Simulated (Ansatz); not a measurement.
Consider Pt-vacancy pair (Pt on one host Ru site, one Ru site vacant) in hcp Ru, neutral cell. The step: the Pt atom itself jumps into the vacancy (Pt-vacancy distance between ideal sites 2.66 Å throughout); the atom moves 2.54 Å along (-0.63, -0.32, 0.48) of the unit cell; the moving atom starts with neighbours 2 Ru at 2.67, 3 Ru at 2.69, 2 Ru at 2.73, 2 Ru at 2.74, 2 Ru at 2.78 Å and ends with 2 Ru at 2.67, 3 Ru at 2.69, 2 Ru at 2.73, 2 Ru at 2.74, 2 Ru at 2.78 Å. DFT values are from Ansatz (plane-wave PAW, 420 eV unless said) in a cell of 36 host sites, spin-restricted, static, with no finite-size correction. Forms of the defect that were not tried may lie lower. For the PBE band: the saddle point's order was not checked, and it lies on a symmetry element of the cell, where a band can be held.

| Level | Forward barrier (eV) | Cost of the band or of the saddle's single point |
|---|---|---|
| CHGNet universal potential (has no charge state), its own band | 0.65 | - |
| PBE, a 2×2×2 k-point mesh shifted by half a step along c, band relaxed | 2.06 | very roughly 30 core-minutes |
| PBE, a 4×4×4 k-point mesh shifted by half a step along c, same geometries | 2.11 | very roughly 8 core-minutes |
| r2SCAN at 500 eV, a 2×2×2 k-point mesh shifted by half a step along c, same geometries | [?] | roughly 4 core-minutes |

**Question.** Complete the blanks.

**Answer.** 
- r2SCAN at 500 eV, a 2×2×2 k-point mesh shifted by half a step along c, same geometries, Forward barrier (eV): 2.05

Ansatz is a program for electronic structure.
